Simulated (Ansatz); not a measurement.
**CdCO3 (R-3c, No. 167)**

The numbers are results of r²SCAN-D4 (Ansatz, an electronic-structure program, PAW), not measurements.

Settings: plane-wave cutoff 500 eV, 10×10×10 k mesh, gaussian smearing 0.02 eV, scalar-relativistic PAW data made under PBE.

Cell: relaxed at this level.

For CdCO3 (R-3c, No. 167), the volume per atom is 11.39 Å³/atom, the lattice constant a comes out as 4.936 Å and the c axis length is 16.188 Å. The band gap is 3.52 eV (on the SCF k mesh).

Spin–orbit coupling is not included.

Computed values are for the static lattice.

Computing time: roughly 2.1 core-minutes.
